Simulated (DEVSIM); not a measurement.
Device: Mo/La2O3/p-Si capacitor, at 300 K.

Layer 1 from the left is La2O3, thickness (nm) 2.60. Layer 2 from the left is Si, thickness (nm) 4900, Na (cm⁻³) 1.4e16.

Metal gate on the left, work function 4.6 eV. Fixed charge at the semiconductor interface 8.1e11 cm⁻² (in units of +e); interface traps 2.9e11 cm⁻² eV⁻¹, uniform in energy, neutral level at 0.5 of the gap above the valence band.

Constants are typed, rounded textbook-type inputs, not results; the design itself was drawn at random and stands for no fabricated device. Values at 300 K.

La2O3: gap (eV) 5.8, affinity (eV) 1.8, permittivity 27. Si: gap (eV) 1.124, affinity (eV) 4.05, permittivity 11.7, Nc (cm⁻³) 2.86e19, Nv (cm⁻³) 3.1e19.

DEVSIM, 1D Poisson equation in equilibrium, Boltzmann statistics, complete ionisation; no quantum confinement or tunnelling. Metal contacts follow the ideal Schottky-Mott rule: no Fermi-level pinning, no interface dipoles.

Q: What does the simulation give for the threshold voltage (band bending 2φF), the minimum of the low-frequency capacitance?

A: threshold voltage (band bending 2φF) 0.35 V; minimum of the low-frequency capacitance 0.0914 μF/cm².
